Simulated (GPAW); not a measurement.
Input and output of a self-consistent single point for CaO (Fm-3m, 2 atoms in the cell) (GPAW).

Method of the run: PBE, GPAW PAW datasets PBE (gpaw-data 1.0.1) (plane waves; GPAW).

The change in words: lattice scaled by 0.98. Reference geometry:
```
CELL_PARAMETERS angstrom
      0.00000     2.40500     2.40500
      2.40500     0.00000     2.40500
      2.40500     2.40500     0.00000
ATOMIC_POSITIONS crystal
  Ca 0.00000 0.00000 0.00000
  O  0.50000 0.50000 0.50000
```

Reference input (self-consistent single point, DFT PBE, plane waves, GPAW PAW datasets PBE (gpaw-data 1.0.1)): mode = pw; ecut = 950 eV; xc = PBE; kpts = 12 12 12; mesh shift (steps) = 0 0 0; occupations.name = fermi-dirac; occupations.width = 0.05 eV; nbands = -8; convergence.forces = 0.001 eV/Å; convergence.bands = -6; symmetry.symmorphic = false; symmetry.tolerance = 0.0005. This run's input differs from it in these lines:

```diff
@@ -5,7 +5,7 @@
 atoms = Atoms(['Ca', 'O'],
-              cell=[[0.000000, 2.405000, 2.405000],
-                    [2.405000, 0.000000, 2.405000],
-                    [2.405000, 2.405000, 0.000000]],
+              cell=[[0.000000, 2.356900, 2.356900],
+                    [2.356900, 0.000000, 2.356900],
+                    [2.356900, 2.356900, 0.000000]],
               positions=[[0.000000, 0.000000, 0.000000],
-                         [2.405000, 2.405000, 2.405000]],
+                         [2.356900, 2.356900, 2.356900]],
               pbc=True)
```

Output, abridged:

```
     iter     time        total  log10-change:
                         energy   eigst   dens  force
iter:   1 --:--:--   -14.233855   +2.17
iter:   2 --:--:--   -13.869584   +0.59  -1.02
iter:   3 --:--:--   -13.032568   -0.29  -1.07
iter:   4 --:--:--   -13.027255   -1.37  -1.36
iter:   5 --:--:--   -13.059852   -2.00  -1.34
iter:   6 --:--:--   -13.062637   -2.64  -2.22
iter:   7 --:--:--   -13.057217c  -3.69  -2.34
iter:   8 --:--:--   -13.055912c  -3.50  -2.59
iter:   9 --:--:--   -13.055838c  -5.05  -3.30
iter:  10 --:--:--   -13.055833c  -6.21  -3.68
iter:  11 --:--:--   -13.055834c  -6.67  -4.02c
iter:  12 --:--:--   -13.055834c  -8.10c -4.78c
iter:  13 --:--:--   -13.055834c  -8.91c -4.88c -23.46c
Converged after 13 iterations.

Dipole moment: (-0.000000, -0.000000, -0.000000) |e|*Ang

Energy contributions relative to reference atoms: (reference = -20551.721533)

Kinetic:        +18.733060
Potential:      -15.031113
External:        +0.000000
XC:             -16.308889
Entropy (-ST):   -0.000000
Local:           -0.448891
SIC:             +0.000000
--------------------------
Free energy:    -13.055834
Extrapolated:   -13.055834

Showing only first 2 kpts
 Kpt  Band  Eigenvalues  Occupancy
  0     6      5.26863    2.00000
  0     7      5.26863    2.00000
  0     8     10.49909    0.00000
  0     9     11.65105    0.00000

  1     6      5.20822    2.00000
  1     7      5.20822    2.00000
  1     8     10.88980    0.00000
  1     9     11.38474    0.00000

Fermi level: 6.30018

Gap: 3.672 eV
Transition (v -> c):
   [... lines left out ...]
Direct/indirect transitions are different
Direct gap: 4.033 eV
Transition at: (s=0, k=65, n=7, [0.50, 0.50, -0.00])
Energy (eV): -13.055834

Forces in eV/Ang:
  0 Ca    0.00000    0.00000    0.00000
  1 O    -0.00000    0.00000    0.00000

Stress tensor:
    -0.061557    -0.000000    -0.000000
    -0.000000    -0.061557    -0.000000
    -0.000000    -0.000000    -0.061557
Stress (GPa, Voigt): [-9.8625 -9.8625 -9.8625 -0.     -0.     -0.    ]
```

The run converged in 13 iterations. GPAW prints stress with tension positive. Against the reference run the free energy rises by 29.4 meV/atom and the gap on the mesh goes from 3.691 to 3.672 eV.

At such cutoffs GPAW's stress carries a finite-basis (Pulay) error, which enters relaxed cells too; its log prints stress with tension positive.

The starting cell has typed, rounded lattice constants, without a prior relaxation at this level. For this run, on top of that: lattice scaled by 0.98.

Cost on one core of a shared machine: roughly 50 s.
